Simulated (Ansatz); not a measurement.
The starting structures come from a database of crystals and need not be the phases stable at ambient conditions.

 Where the default PAW files enter, the runs use the earlier of Ansatz's two default sets.

The decay constant κ of evanescent states in the gap governs leakage through a thin film.

Here is the system:

```
CELL_PARAMETERS angstrom
      6.93603     0.00000     0.00000
      0.00000     6.93603     0.00000
      3.46802    -3.46802     4.90451
ATOMIC_POSITIONS crystal
  K  0.75000 0.75000 0.50000
  K  0.25000 0.25000 0.50000
  Ti 0.00000 0.00000 0.00000
  Cl 0.23918 0.76082 0.00000
  Cl 0.76082 0.23918 0.00000
  Cl 0.23918 0.23918 0.00000
  Cl 0.76082 0.76082 0.00000
  Cl 0.23918 0.76082 0.52164
  Cl 0.76082 0.23918 0.47836
```

Space group of this cell: Fm-3m. The cell is taken as given.

Transport runs along the normal of the first two printed cell vectors, the (001) plane of the conventional cell.

The gap is the functional's own. No spin-orbit coupling. Mid-gap values are interpolated on the energy grid.

**Question.** Compute, with Ansatz (a quantum-chemistry and plane-wave program) with r2SCAN, the band gap and the smallest decay constant κ at mid-gap.

**Answer.** Gap 2.38 eV on a 6×6×6 mesh; κ = 0.400 1/Å, at the zone centre.
